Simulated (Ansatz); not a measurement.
The starting structures come from a database of crystals and need not be the phases stable at ambient conditions.

 Where the default PAW files enter, the runs use the earlier of Ansatz's two default sets.

The decay constant κ of evanescent states in the gap governs leakage through a thin film.

Consider the following.

```yaml
crystal:
  lattice:
    - [3.45610, 0.00000, 0.00000]
    - [0.00000, 3.62619, 0.00000]
    - [0.00000, 0.00000, 11.05350]
  atoms:
    - { symbol: Pt, position: [0.50000, 0.00000, 0.00000] }
    - { symbol: Pt, position: [0.00000, 0.50000, 0.50000] }
    - { symbol: Cl, position: [0.00000, 0.04975, 0.86120] }
    - { symbol: Cl, position: [0.00000, 0.95025, 0.13880] }
    - { symbol: Cl, position: [0.50000, 0.54975, 0.63880] }
    - { symbol: Cl, position: [0.50000, 0.45025, 0.36120] }
```

Space group of this cell: Pnnm. The cell was relaxed by PBE-D3(BJ); by PBEsol its mean pressure is -1.9 GPa.

Transport runs along the normal of the first two printed cell vectors.

The gap is the functional's own, uncorrected, and κ follows it; spin-orbit coupling is left out. Mid-gap values are interpolated between the computed energies.

Task: Predict the band gap and the smallest decay constant κ at mid-gap from PBEsol in Ansatz (a program for electronic structure).

Result: Gap 0.62 eV on a 10×8×4 mesh; κ = 0.207 1/Å, at (0.300, 0.000) of the in-plane reciprocal vectors. At the zone centre, at the nearest computed energy, the slowest state has κ = 0.39 1/Å.
